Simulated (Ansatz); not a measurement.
A working Ansatz (a first-principles code) input for NaIr3 (Pm-3m, 4 atoms in the cell) (DFT, PBE, plane waves, default PAW files):

Ansatz 0.2 input:
```yaml
# NaIr3
crystal:
  lattice:
    - [4.12201100, 0.00000000, 0.00000000]
    - [0.00000000, 4.12201100, 0.00000000]
    - [0.00000000, 0.00000000, 4.12201100]
  atoms:
    - { symbol: Ir, position: [0.00000000, 0.50000000, 0.50000000] }
    - { symbol: Ir, position: [0.50000000, 0.50000000, 0.00000000] }
    - { symbol: Ir, position: [0.50000000, 0.00000000, 0.50000000] }
    - { symbol: Na, position: [0.00000000, 0.00000000, 0.00000000] }
kpoints:
  mp_grid: { grid: [11, 11, 11] }
hamiltonian:
  xc: pbe
  pseudopotentials: { kind: paw }
scf:
  occupations: { method: cold, width: 0.1 }
output:
  forces: true
  eigenvalues: true
  stress: true
```

The run converged in 7 iterations: free energy E − TS (on the zero of these files) -37289.4088 eV; Fermi level (on the code's own zero) 15.20 eV; pressure -21.41 GPa. Each of these slips is then made, one at a time:

(1)
```diff
-  occupations: { method: cold, width: 0.1 }
+  occupations: { method: fixed }
```

(2)
```diff
-  mp_grid: { grid: [11, 11, 11] }
+  mp_grid: { grid: [1, 1, 1] }
```

What happens in each case?


(1) Fixed (insulator-type) occupations in a metal. The run converged in 7 iterations without an error; against the sound input the free energy goes up by 80.2 meV/atom and the pressure goes from -21.41 to -20.35 GPa. The full log also holds (shortened here): “WARN: iter 1: σ=0 fill of 30 bands saw a band overlap (occupied 16.8605 eV > unoccupied 14.8255 eV) — on an unconverged iterate often a transient of an (band_overlap_at_count)”.

(2) A single k-point for a small metallic cell. The run converged in 12 iterations without an error; against the sound input the free energy goes up by 1.40 eV/atom and the pressure goes from -21.41 to 8.00 GPa.

The starting cell was generated: these elements placed on a structure prototype, without a prior relaxation; it need not be a known phase or ordering of this composition. Its lattice was rescaled by a random factor within 2.5 % of one. Spin polarisation is off. In the base run, with a pressure of about -21 GPa the cell is away from its equilibrium volume at this level. Ansatz's pressure includes its estimate of the finite-basis (Pulay) stress.

Left out of this page: 2 runs of the series stopped by limits of time or memory; 3 runs of the series outside the window shown, repeating another row's setting, or not comparable.
